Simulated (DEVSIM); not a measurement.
System: abrupt Si p-n junction, at 350 K.

| layer (left to right) | material | thickness (μm) | Nd (cm⁻³) | Na (cm⁻³) | τn (s) | τp (s) |
|---|---|---|---|---|---|---|
| 1 | Si | 0.460 | - | 2.1e15 | 4.5e-6 | 4.5e-6 |
| 2 | Si | 0.350 | 3.2e16 | - | 4.5e-6 | 4.5e-6 |

Left contact: ohmic. Right contact: ohmic. Voltage is applied to the left contact. Recombination: SRH at mid-gap, radiative. Mobility is constant in doping.

This is a model device: material constants are rounded textbook-type values typed into the input, and sizes, dopings and lifetimes were drawn at random. Values at 300 K; Nc and Nv go as T^1.5, mobilities as T to minus their exponent, the gap by Varshni's rule with the affinity fixed.

```tsv
parameter	Si
gap (eV)	1.124
affinity (eV)	4.05
permittivity	11.7
Nc (cm⁻³)	2.86e19
Nv (cm⁻³)	3.1e19
μn (cm²/Vs)	1417
μp (cm²/Vs)	470
T exponent of μn	2.3
T exponent of μp	2.2
B (cm³/s)	4.7e-15
Varshni α (eV/K)	0.000473
Varshni β (K)	636
```

Simulated with DEVSIM: 1D drift-diffusion, Boltzmann statistics, complete ionisation; no tunnelling, impact ionisation, image-force lowering or self-heating.

Question: Tabulate band edges, carrier densities and field at zero bias.

Answer: Energies count from the Fermi level of the right contact; mesh points crowd at the junctions.

```csv
x (μm),Ec (eV),Ev (eV),n (cm⁻³),p (cm⁻³),field (V/cm)
0.000,0.814,-0.297,6.8e7,2.1e15,-5600
0.01185,0.808,-0.303,8.5e7,1.7e15,-5600
0.03098,0.797,-0.314,1.2e8,1.2e15,-5800
0.05646,0.781,-0.330,2.0e8,7.0e14,-6300
0.1120,0.742,-0.368,7.4e8,1.9e14,-7800
0.1731,0.689,-0.421,4.3e9,3.3e13,-9700
0.2649,0.587,-0.524,1.3e11,1.1e12,-13000
0.3487,0.470,-0.641,6.2e12,2.3e10,-15000
0.3944,0.396,-0.714,7.1e13,2.0e9,-17000
0.4227,0.347,-0.763,3.6e14,4.0e8,-18000
0.4423,0.312,-0.799,1.2e15,1.2e8,-19000
0.4600,0.278,-0.833,3.6e15,3.9e7,-20000
0.4732,0.255,-0.855,7.6e15,1.9e7,-14000
0.4905,0.236,-0.875,1.4e16,9900000,-8600
0.5276,0.218,-0.893,2.6e16,5400000,-2300
0.5678,0.213,-0.898,3.1e16,4600000,-480
0.6249,0.212,-0.899,3.2e16,4500000,-48
0.6900,0.212,-0.899,3.2e16,4500000,≈ 0
0.7474,0.212,-0.899,3.2e16,4500000,≈ 0
0.7742,0.212,-0.899,3.2e16,4500000,≈ 0
0.7931,0.212,-0.899,3.2e16,4500000,≈ 0
0.8100,0.212,-0.899,3.2e16,4500000,≈ 0
```
